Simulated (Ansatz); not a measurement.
AlBiO3 (model structure, started from the tetragonal perovskite type, P4mm, No. 99, 5 atoms in the cell), treated with G0W0@PBEsol+SOC in Ansatz (plane waves, hard PAW, contour deformation, complete-basis limit, spin–orbit shift from PBEsol).

Settings: largest k mesh 6×6×6 (not extrapolated in the mesh).

Cell (relaxed with PBEsol):

```yaml
crystal:
  lattice:
    - [3.62818, 0.00000, 0.00000]
    - [0.00000, 3.62818, 0.00000]
    - [0.00000, 0.00000, 4.44702]
  atoms:
    - { symbol: Al, position: [0.50000, 0.50000, 0.47372] }
    - { symbol: Bi, position: [0.00000, 0.00000, 0.03373] }
    - { symbol: O, position: [0.50000, 0.50000, 0.87433] }
    - { symbol: O, position: [0.50000, 0.00000, 0.36211] }
    - { symbol: O, position: [0.00000, 0.50000, 0.36211] }
```

**Question.** Estimate the band gap that the calculation returns.

**Answer.** 
* **band gap**: 2.82 eV

Note: filled d or f shells below the valence bands can shift G0W0 gaps through exchange with them, which wasn't tested here; spin–orbit coupling enters as the shift of the gap found with a semilocal functional; the relaxation could raise the start's symmetry but not lower it, so the cell can be a saddle point.

The result took around 4 core-hours (rough).

A model structure was made by putting elements into a prototype or built by hand; it is no filed structure, need not be a known phase, and can be a saddle point held by its symmetry.

Ansatz is a quantum-chemistry and plane-wave program.
